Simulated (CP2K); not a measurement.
## Worked example: self-consistent single point of LaS₂ (P4/nmm, 6 atoms in the cell) in CP2K

Method of the run: PBEsol, GPW, DZVP-MOLOPT-SR-GTH basis, GTH-PBE potentials (GTH_POTENTIALS) (CP2K).

This input was run:

```
&GLOBAL
  PROJECT scf
  RUN_TYPE ENERGY_FORCE
  PRINT_LEVEL MEDIUM
&END GLOBAL
&FORCE_EVAL
  METHOD Quickstep
  STRESS_TENSOR ANALYTICAL
  &DFT
    BASIS_SET_FILE_NAME BASIS_MOLOPT
    BASIS_SET_FILE_NAME BASIS_MOLOPT_UCL
    POTENTIAL_FILE_NAME GTH_POTENTIALS
    &QS
      METHOD GPW
      EPS_DEFAULT 1E-10
    &END QS
    &MGRID
      CUTOFF 500
      REL_CUTOFF 60
      NGRIDS 5
    &END MGRID
    &SCF
      SCF_GUESS ATOMIC
      EPS_SCF 1E-6
      MAX_SCF 100
      ADDED_MOS 8
      &DIAGONALIZATION
        ALGORITHM STANDARD
      &END DIAGONALIZATION
      &MIXING
        METHOD BROYDEN_MIXING
        ALPHA 0.3
        NBUFFER 10
        BETA 1.5
      &END MIXING
      &SMEAR ON
        METHOD FERMI_DIRAC
        ELECTRONIC_TEMPERATURE [K] 1160.45
      &END SMEAR
    &END SCF
    &KPOINTS
      SCHEME MONKHORST-PACK 7 7 4
      GAMMA_CENTERED T
    &END KPOINTS
    &XC
      &XC_FUNCTIONAL
        &PBE
          PARAMETRIZATION PBESOL
        &END PBE
      &END XC_FUNCTIONAL
    &END XC
    &PRINT
      &MO
        EIGENVALUES T
        OCCUPATION_NUMBERS T
        NDIGITS 8
        FILENAME mo
        &EACH
          QS_SCF 0
        &END EACH
        ADD_LAST NUMERIC
      &END MO
      &MULLIKEN ON
      &END MULLIKEN
    &END PRINT
  &END DFT
  &SUBSYS
    &CELL
      ABC 4.04634000 4.04634000 8.31768000
      ALPHA_BETA_GAMMA 90.00000000 90.00000000 90.00000000
      PERIODIC XYZ
    &END CELL
    &COORD
      SCALED
      La       0.00000000     0.50000000     0.72423000
      La       0.50000000     0.00000000     0.27577000
      S        0.00000000     0.50000000     0.36397000
      S        0.50000000     0.00000000     0.63603000
      S        0.00000000     0.00000000     0.00000000
      S        0.50000000     0.50000000     0.00000000
    &END COORD
    &KIND La
      BASIS_SET DZVP-MOLOPT-SR-GTH-q11
      POTENTIAL GTH-PBE-q11
    &END KIND
    &KIND S
      BASIS_SET DZVP-MOLOPT-SR-GTH-q6
      POTENTIAL GTH-PBE-q6
    &END KIND
  &END SUBSYS
  &PRINT
    &FORCES ON
    &END FORCES
    &STRESS_TENSOR ON
    &END STRESS_TENSOR
  &END PRINT
&END FORCE_EVAL
```

Output, abridged:

```
 GLOBAL| Method name                                                        CP2K
 GLOBAL| Project name                                                        scf
 GLOBAL| Run type                                                   ENERGY_FORCE

 CELL| Volume [angstrom^3]:                                           136.184272
 CELL| Vector a [angstrom]:       4.046     0.000     0.000   |a| =     4.046340
 CELL| Vector b [angstrom]:       0.000     4.046     0.000   |b| =     4.046340
 CELL| Vector c [angstrom]:       0.000     0.000     8.318   |c| =     8.317680
 CELL| Angle (b,c), alpha [degree]:                                    90.000000
 CELL| Angle (a,c), beta  [degree]:                                    90.000000
 CELL| Angle (a,b), gamma [degree]:                                    90.000000
 CELL| Numerically orthorhombic:                                             YES
 CELL| Periodicity                                                           XYZ

 DFT| Spin restricted Kohn-Sham (RKS) calculation                            RKS
 DFT| Multiplicity                                                             1
 DFT| Number of spin states                                                    1
 DFT| Charge                                                                   0
 DFT| XC density smoothing                                                  NONE
 DFT| XC derivatives                                                          PW

 QS| Method:                                                                 GPW
 QS| Density plane wave grid type                        NON-SPHERICAL FULLSPACE
 QS| Number of grid levels:                                                    5
 QS| Density cutoff [a.u.]:                                                250.0
 QS| Multi grid cutoff [a.u.]: 1) grid level                               250.0
   [... lines left out ...]
 BRILLOUIN| Wavefunction type                                            COMPLEX
 BRILLOUIN| List of Kpoints [2 Pi/Bohr]                                       99
 BRILLOUIN| Number           Weight            X              Y              Z
 BRILLOUIN|     1           0.01020       -0.42857       -0.42857       -0.25000
 BRILLOUIN|     2           0.01020       -0.42857       -0.42857        0.00000
 BRILLOUIN|     3           0.01020       -0.42857       -0.42857        0.25000
   [... 96 lines left out ...]
 *******************************************************************************

 Extrapolation method: initial_guess

 Re-scaling the density matrix to get the right number of electrons
                  # Electrons              Trace(P)               Scaling factor
                           46                46.000                        1.000

 Number of electrons:                                                         46
 Number of occupied orbitals:                                                 23
 Number of molecular orbitals:                                                31

 Number of orbital functions:                                                104
 Number of independent orbital functions:                                    104
 SCF WAVEFUNCTION OPTIMIZATION

  Step     Update method      Time    Convergence         Total energy    Change
     1 NoMix/Diag. 0.30E+00      -     1.24501429      -104.9034288514 -1.05E+02
     2 Broy./Diag. 0.30E+00      -     0.02213700      -104.2230771282  6.80E-01
     3 Broy./Diag. 0.30E+00      -     0.07503202      -104.2609190875 -3.78E-02
     4 Broy./Diag. 0.30E+00      -     0.00319884      -104.3772934930 -1.16E-01
     5 Broy./Diag. 0.30E+00      -     0.00332485      -104.3639157301  1.34E-02
     6 Broy./Diag. 0.30E+00      -     0.00090758      -104.3635319101  3.84E-04
     7 Broy./Diag. 0.30E+00      -     0.00116362      -104.3710878530 -7.56E-03
   [... 4 lines left out ...]
    12 Broy./Diag. 0.30E+00      -     0.00001379      -104.3749420602  9.67E-05
    13 Broy./Diag. 0.30E+00      -     0.00000625      -104.3748614692  8.06E-05
    14 Broy./Diag. 0.30E+00      -     0.00000465      -104.3747949072  6.66E-05
    15 Broy./Diag. 0.30E+00      -     0.00000102      -104.3747679702  2.69E-05
    16 Broy./Diag. 0.30E+00      -     0.00000065      -104.3747626457  5.32E-06
  *** SCF run converged in    16 steps ***

  Electronic density on regular grids:        -46.0000000003       -0.0000000003
  Core density on regular grids:               45.9999999947       -0.0000000053
  Total charge density on r-space grids:       -0.0000000056
  Total charge density g-space grids:          -0.0000000056

  Overlap energy of the core charge distribution:               0.00000000000003
  Self energy of the core charge distribution:               -224.31997060149780
  Core Hamiltonian energy:                                     46.65985839593547
  Hartree energy:                                              90.90434921178789
  Exchange-correlation energy:                                -17.61776120140516
  Electronic entropic energy:                                  -0.00123845080308
  Fermi energy:                                                 0.28761532895869

  Total energy:                                              -104.37476264574970
  Total energy (extrapolated to T->0):                       -104.37414342034816

                     Mulliken Population Analysis

 #  Atom  Element  Kind  Atomic population                           Net charge
       1     La       1         10.821016                              0.178984
       2     La       1         10.821014                              0.178986
       3     S        2          6.182193                             -0.182193
       4     S        2          6.182192                             -0.182192
       5     S        2          5.996793                              0.003207
       6     S        2          5.996793                              0.003207
 # Total charge                             46.000000                  0.000000

 ENERGY| Total FORCE_EVAL ( QS ) energy [hartree]           -104.374770947590008

 FORCES| Atomic forces [hartree/bohr]
 FORCES|   Atom     x               y               z               |f|
 FORCES|      1 -1.51705681E-10  1.51735718E-10  1.16315138E-03   1.16315138E-03
 FORCES|      2  1.52150774E-10 -1.52127113E-10 -1.16302930E-03   1.16302930E-03
 FORCES|      3  9.37846728E-12 -9.47298697E-12  6.30620326E-04   6.30620326E-04
 FORCES|      4 -9.62866500E-12  9.75278665E-12 -6.30656080E-04   6.30656080E-04
 FORCES|      5  1.05655716E-11  1.38793983E-11 -5.33438484E-08   5.33438512E-08
 FORCES|      6 -1.40434030E-11 -1.04457455E-11 -3.13850748E-08   3.13850797E-08
 FORCES| Sum    -3.28293637E-12  3.32205796E-12  1.60340258E-09
 FORCES| Total atomic force                                       1.60340938E-09

 STRESS| Analytical stress tensor [bar]
 STRESS|                        x                   y                   z
 STRESS|      x       -2.30524262834E+04   5.62454052481E-05   5.60320055913E-05
 STRESS|      y        5.62454052481E-05  -2.30524517371E+04  -5.62218864964E-05
 STRESS|      z        5.60320055913E-05  -5.62218864964E-05  -2.52591602602E+04
 STRESS| 1/3 Trace                                            -2.37880127602E+04
```

The run converged in 16 iterations.

The starting cell comes from a database of computed structures (which also holds hypothetical and non-ambient phases and stackings), without a prior relaxation at this level. Values carry the incompleteness of an atom-centred basis. The potentials were made for another functional than the one used.

Cost on one core of a shared machine: roughly 2 min.
